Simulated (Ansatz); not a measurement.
ZrAl₃ (I4/mmm, No. 139), treated with rVV10 (Ansatz, a program for electronic structure, plane waves, PAW).

Numerical settings: plane-wave cutoff 520 eV, 20×20×20 k mesh, Fermi–Dirac smearing 0.05 eV, scalar-relativistic PAW data made under PBE.

The cell is scaled about its equilibrium volume:

Shape and atoms are relaxed at each volume.

```json
[
 {"V (Å³/atom)": "16.764", "P (GPa)": "4.60", "c (Å)": "17.069", "a (Å)": "3.964"},
 {"V (Å³/atom)": "17.113", "P (GPa)": "2.18", "c (Å)": "17.198", "a (Å)": "3.990"},
 {"V (Å³/atom)": "17.462", "P (GPa)": "0.00", "c (Å)": "17.324", "a (Å)": "4.016"},
 {"V (Å³/atom)": "17.811", "P (GPa)": "-1.97", "c (Å)": "17.449", "a (Å)": "4.041"},
 {"V (Å³/atom)": "18.160", "P (GPa)": "-3.74", "c (Å)": "17.573", "a (Å)": "4.066"}
]
```

Note: the bulk modulus comes from volumes at which shape and atoms were relaxed.
